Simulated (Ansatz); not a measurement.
Ansatz (an electronic-structure program) run on ZrVCr (Imma, 6 atoms in the cell): relaxation of cell and atoms.

Computed with PBEsol, PAW files made with PBE (plane waves; Ansatz).

```
ZrVCr
1.0
   -2.50252     2.67225     3.64980
    2.50252    -2.67225     3.64980
    2.50252     2.67225    -3.64980
Zr V Cr
2 2 2
Direct
  0.12748   0.87748   0.25000
  0.87252   0.12252   0.75000
  0.50000   0.50000   0.00000
  0.00000   0.50000   0.50000
  0.50000   0.50000   0.50000
  0.50000   0.00000   0.00000
```

Reference input (self-consistent single point, DFT, PBEsol, plane waves, PAW files made with PBE): kpoints.mp_grid.grid = 5 5 5; hamiltonian.xc = pbesol; hamiltonian.pseudopotentials = {kind: paw} (the program's default PAW files); scf.occupations.method = gaussian; scf.occupations.width = 0.1 eV. This run's input differs from it in these lines:

```diff
@@ -20,2 +20,4 @@
   occupations: { method: gaussian, width: 0.1 }
+relax:
+  cell: {}
 output:
```

Output, abridged:

```
   [... SCF lines of the steps left out ...]
relax step   1: F+E_penalty+E_count = -20726.22521419 eV  Δ(F+E_penalty+E_count) = +0.000e0 eV  max|allowed force component| = 9.857e-3 eV/Å  Δτ_max = 0.0000 Å  P = -9.717 GPa  Ω = 97.630 Å³  (11 SCF iters, dr2 threshold 1.00e-7 eV, accepted)
relax step   2: F+E_penalty+E_count = -20726.31901897 eV  Δ(F+E_penalty+E_count) = -9.380e-2 eV  max|allowed force component| = 6.828e-3 eV/Å  Δτ_max = 0.0057 Å  P = +8.510 GPa  Ω = 87.547 Å³  energy of the carried Pulay correction = +3.469e-3 eV  [...]
   [... lines left out ...]
relax step   6: F+E_penalty+E_count = -20726.42215606 eV  Δ(F+E_penalty+E_count) = -2.499e-5 eV  max|allowed force component| = 3.175e-4 eV/Å  Δτ_max = 0.0010 Å  P = -0.001 GPa  Ω = 91.612 Å³  energy of the carried Pulay correction = +2.029e-3 eV  [...]
relax step   7: F+E_penalty+E_count = -20726.42017966 eV  Δ(F+E_penalty+E_count) = +1.976e-3 eV  max|allowed force component| = 2.721e-4 eV/Å  Δτ_max = 0.0000 Å  P = +0.003 GPa  Ω = 91.612 Å³  stress off target by 8.96e-3 GPa  SCF on the basis [...]
basis re-selected at this cell: Δ(F+E_penalty+E_count) = +1.976e-3 eV, ΔP = +0.003 GPa vs the last step
the relaxation is at rest under the 8 symmetry operations that the run kept from its start: a minimum is not shown …
Free energy (F): -20726.420180 eV
Internal energy: -20726.378063 eV  (E = F + TS)
E sigma→0 (E₀):  -20726.399121 eV
Entropy (-TS):   -0.042117 eV (-7.019 meV/atom)
Fermi energy:    16.416836 eV
--- Forces (eV/Å), atoms counted from 1 ---
  atom   1  Zr     0.00000000     0.00000000    -0.00027211
   [... lines left out ...]
  cell:  # Å, volume = 91.6117 Å³
   [... lines left out ...]
    - { symbol: Zr, position: [0.8730607654178345, 0.12306076541783456, 0.75] }
    - { symbol: V, position: [0.4999999999999999, 0.5, 2.4790968135885864e-17] }
    - { symbol: V, position: [9.901932274698094e-21, 0.5, 0.5] }
    - { symbol: Cr, position: [0.4999999999999999, 0.49999999999999994, 0.5] }
    - { symbol: Cr, position: [0.4999999999999999, 0.0, -2.7755575615628914e-17] }
```

The run converged.  The full log also holds: “iter 5 did not close the SCF: its close was put off for the readings that it lacked (scf_convergence_deferred on its scf_iter line)”. The full log also holds: “iter 4 did not close the SCF: its close was put off for the readings that it lacked (scf_convergence_deferred on its scf_iter line)”.

Summary of the result:
Free energy E − TS (on the zero of these files): -20726.4202 eV
Fermi level (on the code's own zero): 16.42 eV
Pressure: 0.00 GPa
Final cell: a = 5.0598 Å, b = 5.0598 Å, c = 5.0598 Å, α = 121.56°, β = 118.28°, γ = 90.16°
Final volume per atom: 15.27 Å³
Relaxation steps: 7

The starting cell comes from a database of computed structures (which also holds hypothetical and non-ambient phases and stackings), without a prior relaxation at this level. Its lattice was rescaled by a random factor within 2.5 % of one. Spin polarisation is off. The relaxation keeps the symmetry of its start, so its end need not be a minimum. Ansatz's pressure includes its estimate of the finite-basis (Pulay) stress.

Cost on one core of a shared machine: roughly 40 s.

Keys are those of Ansatz 0.2.
